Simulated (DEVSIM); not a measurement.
Device: illuminated Si n-on-p cell, one wavelength, at 300 K.

```tsv
layer (left to right)	material	thickness (μm)	Nd (cm⁻³)	Na (cm⁻³)	τn (s)	τp (s)	absorption coefficient (cm⁻¹)
1	Si	0.390	6.5e18	-	7.1e-8	7.4e-9	1000
2	Si	92.0	-	1.3e17	2.1e-7	2.1e-7	1000
```

Left contact: ohmic, minority hole recombination velocity 100 cm/s. Right contact: ohmic, minority electron recombination velocity 1e6 cm/s. Voltage is applied to the left contact. Recombination: SRH at mid-gap, radiative, Auger. Light enters at the left, 2.1e18 photons cm⁻² s⁻¹, one pass, no reflection. Mobility is μmin + (μ − μmin)/(1 + (N/Nref)^α).

The device is made up for the run: typed textbook-type constants, with dimensions and the other settings drawn at random. Values at 300 K.

| parameter | Si |
|---|---|
| gap (eV) | 1.124 |
| affinity (eV) | 4.05 |
| permittivity | 11.7 |
| Nc (cm⁻³) | 2.86e19 |
| Nv (cm⁻³) | 3.1e19 |
| μn (cm²/Vs) | 1417 |
| μp (cm²/Vs) | 470 |
| μn,min | 52 |
| μp,min | 45 |
| Nref,n | 9.7e16 |
| Nref,p | 2.2e17 |
| αn | 0.68 |
| αp | 0.72 |
| B (cm³/s) | 4.7e-15 |
| Cn (cm⁶/s) | 2.8e-31 |
| Cp (cm⁶/s) | 9.9e-32 |

DEVSIM, 1D drift-diffusion, Boltzmann statistics, complete ionisation; no tunnelling, impact ionisation, image-force lowering or self-heating.

Problem. Tabulate band edges, carrier densities and field at -0.9 V on the left contact, in the dark.

Solution. Energies count from the Fermi level of the right contact; mesh points crowd at the junctions.

| x (μm) | Ec (eV) | Ev (eV) | n (cm⁻³) | p (cm⁻³) | field (V/cm) |
|---|---|---|---|---|---|
| 0.000 | 0.938 | -0.186 | 6.5e18 | 1.2e15 | -22 |
| 0.03071 | 0.938 | -0.186 | 6.5e18 | 1.2e15 | ≈ 0 |
| 0.1002 | 0.938 | -0.186 | 6.5e18 | 1.2e15 | ≈ 0 |
| 0.2314 | 0.938 | -0.186 | 6.5e18 | 1.2e15 | ≈ 0 |
| 0.3490 | 0.938 | -0.186 | 6.5e18 | 1.2e15 | ≈ 0 |
| 0.3863 | 0.942 | -0.182 | 5.6e18 | 1.4e15 | 23000 |
| 0.4140 | 1.060 | -0.064 | 5.9e16 | 1.4e17 | 7500 |
| 0.5166 | 1.066 | -0.058 | 4.6e16 | 1.8e17 | ≈ 0 |
| 0.7355 | 1.066 | -0.058 | 4.5e16 | 1.8e17 | ≈ 0 |
| 1.236 | 1.066 | -0.058 | 4.4e16 | 1.7e17 | ≈ 0 |
| 2.417 | 1.066 | -0.058 | 4.2e16 | 1.7e17 | ≈ 0 |
| 7.060 | 1.064 | -0.060 | 3.4e16 | 1.6e17 | ≈ 0 |
| 16.14 | 1.059 | -0.065 | 2.3e16 | 1.5e17 | ≈ 0 |
| 37.51 | 1.042 | -0.082 | 9.6e15 | 1.4e17 | ≈ 0 |
| 74.41 | 1.003 | -0.121 | 2.2e15 | 1.3e17 | -11 |
| 84.77 | 0.991 | -0.133 | 1.0e15 | 1.3e17 | -12 |
| 89.17 | 0.986 | -0.138 | 4.8e14 | 1.3e17 | -12 |
| 91.09 | 0.984 | -0.140 | 2.2e14 | 1.3e17 | -12 |
| 91.99 | 0.983 | -0.141 | 8.6e13 | 1.3e17 | -12 |
| 92.23 | 0.983 | -0.141 | 5.0e13 | 1.3e17 | -12 |
| 92.34 | 0.983 | -0.141 | 3.4e13 | 1.3e17 | -12 |
| 92.39 | 0.982 | -0.142 | 2.6e13 | 1.3e17 | -16 |
